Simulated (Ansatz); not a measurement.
Base system: Ta in the bcc (W type) structure (space group Im-3m, No. 229; a = 3.282 Å). Axes: x, y, z lie along the cube axes.

Level of theory: DFT with PBEsol, PAW potentials and a 420 eV plane-wave cutoff in Ansatz (a first-principles code), spin-orbit coupling left out.

For the base:

The shortest interatomic distance comes out as 2.842 Å and the pressure is 0.0 GPa.

Now apply this change: a pure shear with ε_yz = ε_zy = -0.0294, atoms relaxed at fixed cell.

Task: Predict the new energy relative to the base.

Result: The energy grows by 15 meV/atom.

Task: Predict the new shortest interatomic distance.

Result: The shortest interatomic distance drops by 0.055 Å, from 2.842 Å to 2.787 Å.

Task: Predict the new pressure.

Result: The pressure (mean of the normal stresses, compression positive) goes from zero to 0.3 GPa.

Without a gap, meshes like the base's 20×20×20 leave anisotropic stresses uncertain by several tenths of a GPa, and small strain energies with them. The cells carry an imposed strain or load. Whether these cells are dynamically stable was not tested. All final runs are without spin polarisation.
